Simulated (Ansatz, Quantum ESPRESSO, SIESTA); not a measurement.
One structure in several programs: SnSe₂ (P-3m1, 3 atoms in the cell)

Self-consistent single point.

```xyz
3
Lattice="1.9050 -3.2996 0.0000 1.9050 3.2996 0.0000 0.0000 0.0000 6.1400" Properties=species:S:1:pos:R:3 pbc="T T T"
Sn     0.0000     0.0000     0.0000
Se     1.9050     1.0999     1.5350
Se     1.9050    -1.0999     4.6050
```

Shared settings, as Ansatz (an electronic-structure program) writes them: kpoints.mp_grid.grid = 7 7 4; magnetization.spin_orbit = true; scf.occupations.method = fermi_dirac; scf.occupations.width = 0.05 eV. Potentials and cutoffs stand in the table.

| code | model | pressure (GPa) | largest force (eV/Å) | gap on the mesh (eV) | cutoff |
|---|---|---|---|---|---|
| Quantum ESPRESSO | PBE, spin-orbit coupling, PseudoDojo fully relativistic norm-conserving (PBE) pseudopotentials | 5.40 | 0.726 | 0.738 | 90 Ry |
| Ansatz | PBE with spin-orbit coupling, default PAW files | 5.28 | 0.715 | – | 420 eV |
| SIESTA | GGA PBE with spin-orbit coupling, numerical atomic orbitals TZP, PseudoDojo PBE fully relativistic norm-conserving potentials (rewritten from UPF to PSML) | – | 1.343 | 0.749 | grid 300 Ry |

A dash marks a value that a program does not give, or that is left out as unsure.

No gap is tabulated for Ansatz: it is not read from that output, or partly filled or unconverged empty levels leave it unsure.

Gaps are read on the mesh.

The spread over the programs that give each value: pressure within 0.12 GPa; largest force within 0.628 eV/Å; gap on the mesh within 0.011 eV.

SIESTA uses small atom-centred bases, whose incompleteness enters pressures, forces and empty levels differently from a plane-wave cutoff. Ansatz's pressure is given at a fixed set of plane waves, as the other plane-wave codes print theirs; with its correction for the finite basis it is 5.32 GPa. In the force vectors, SIESTA (by 0.623) lies more than 0.08 eV/Å from the median of the plane-wave programs.

The starting cell has typed, rounded lattice constants, without a prior relaxation at this level.

Left out of this page: Elk (with a known weakness of the program).

Keys are those of Ansatz 0.2.
